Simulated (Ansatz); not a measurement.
## P: alloy series

The parent structure is P in the black-P type structure (space group Cmce, No. 64; a = 3.302 Å, b = 10.691 Å, c = 4.467 Å; layered, stacked along the Cartesian y axis).

The other end (x = 1) is As (space group Cmce, No. 64; a model cell; layered, stacked along the Cartesian y axis): 23.53 Å³/atom, gap zero; this end may not be an ambient phase.

As replaces a fraction x of P; each row is one arrangement (x, atoms in the cell, starting space group or random), fully relaxed.

All numbers come from r2SCAN+rVV10/PAW in Ansatz (a quantum-chemistry and plane-wave program), spin-orbit coupling left out.

Candidates:
(a) x(As) = 0.5, 8 atoms, Cm
(b) x(As) = 0.75, 8 atoms, P1
(c) x(As) = 0.375, 8 atoms, Pm

For the base:

- Volume per atom = 19.71 Å³

**Question.** Order them by volume per atom, highest first.

**Answer.** (b) x(As) = 0.75, 8 atoms, P1 (22.62 Å³), (a) x(As) = 0.5, 8 atoms, Cm (21.65 Å³), (c) x(As) = 0.375, 8 atoms, Pm (21.15 Å³)

Each cell is one ordered arrangement of few atoms, which overstates ordering effects compared with a random alloy. Stability against distortions was not tested. The final runs are not spin-polarised. Gaps under 0.05 eV, about the width of the smearing, are given as zero. This is not the structure that As has at room temperature and ambient pressure. The zero or small gap of AsP, P, As3P and As3P5 can change with the level of theory.
